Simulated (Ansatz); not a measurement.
Pressure series in Sn

The reference is Sn (space group I4_1/amd, No. 141).

```
CELL_PARAMETERS angstrom
     -2.91645     2.91645     1.57904
      2.91645    -2.91645     1.57904
      2.91645     2.91645    -1.57904
ATOMIC_POSITIONS crystal
  Sn 0.75000 0.25000 0.50000
  Sn 0.00000 0.00000 0.00000
```

Cell and atoms are relaxed at each pressure.

The values are results of DFT with PBEsol, PAW potentials and a 420 eV plane-wave cutoff in Ansatz (a quantum-chemistry and plane-wave program), no spin-orbit coupling, not measurements.

Notes on the quantities. enthalpy: H = E + PV relative to the base's energy.

| case | enthalpy | volume per atom |
|---|---|---|
| base | – | 26.86 Å³ |
| pressure −2 GPa | -0.34 eV/atom | 27.95 Å³ |
| pressure −1 GPa | -0.17 eV/atom | 27.38 Å³ |
| pressure 0.9 GPa | +0.15 eV/atom | 26.46 Å³ |
| pressure 2.1 GPa | +0.35 eV/atom | 25.95 Å³ |
| pressure 4.5 GPa | +0.73 eV/atom | [?] |
| pressure 9 GPa | +1.41 eV/atom | 23.83 Å³ |
| pressure 15 GPa | +2.28 eV/atom | 22.56 Å³ |
| pressure 22.5 GPa | +3.31 eV/atom | 21.36 Å³ |
| pressure 30 GPa | +4.28 eV/atom | 20.41 Å³ |

### Question
What belongs in the blanks?

### Answer

- pressure 4.5 GPa, volume per atom: 25.10 Å³

Load acts through the strain it causes; cell and atoms are relaxed under it. Stability against distortions was not tested. Measured, Sn leaves this structure (for a body-centred tetragonal phase) near 8 GPa (temperature not stated; as listed in Olga Degtyareva, NATO science for peace and security series. B, Physics and biophysics (2010)).
